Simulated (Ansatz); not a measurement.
## TiZnO3: pressure series

Consider TiZnO$_{3}$ (space group R3c, No. 161; a = 5.0710 Å, c = 13.7165 Å (hexagonal axes); a cell from a computed database, its experimental status unchecked).

Cell and atoms are relaxed at each pressure.

Computed with PBEsol (Ansatz, a program for electronic structure), spin-orbit coupling left out.

Notes on the quantities. enthalpy: H = E + PV relative to the base's energy.

| change | smallest direct gap | enthalpy | volume per atom | band gap |
|---|---|---|---|---|
| base | 2.92 eV | – | 10.18 Å³ | 2.89 eV |
| pressure −2 GPa | 2.94 eV | -0.13 eV/atom | 10.29 Å³ | 2.90 eV |
| pressure −1 GPa | 2.93 eV | -0.06 eV/atom | 10.24 Å³ | 2.89 eV |
| pressure 0.3 GPa | 2.93 eV | +0.02 eV/atom | 10.17 Å³ | 2.89 eV |
| pressure 0.7 GPa | 2.92 eV | +0.04 eV/atom | 10.14 Å³ | 2.89 eV |
| pressure 1.5 GPa | 2.92 eV | +0.09 eV/atom | 10.10 Å³ | 2.89 eV |
| pressure 3 GPa | 2.91 eV | +0.19 eV/atom | [?] | 2.89 eV |
| pressure 5 GPa | 2.90 eV | +0.31 eV/atom | 9.93 Å³ | 2.89 eV |
| pressure 7.5 GPa | 2.90 eV | +0.47 eV/atom | [?] | 2.89 eV |
| pressure 10 GPa | 2.90 eV | +0.62 eV/atom | 9.72 Å³ | 2.89 eV |

**Question.** Complete the table.

**Answer.** 
- pressure 3 GPa, volume per atom: 10.03 Å³
- pressure 7.5 GPa, volume per atom: 9.82 Å³

Load acts through the strain it causes; cell and atoms are relaxed under it. Whether these cells are dynamically stable was not tested. Competing high-pressure phases were not computed. All final runs are without spin polarisation.
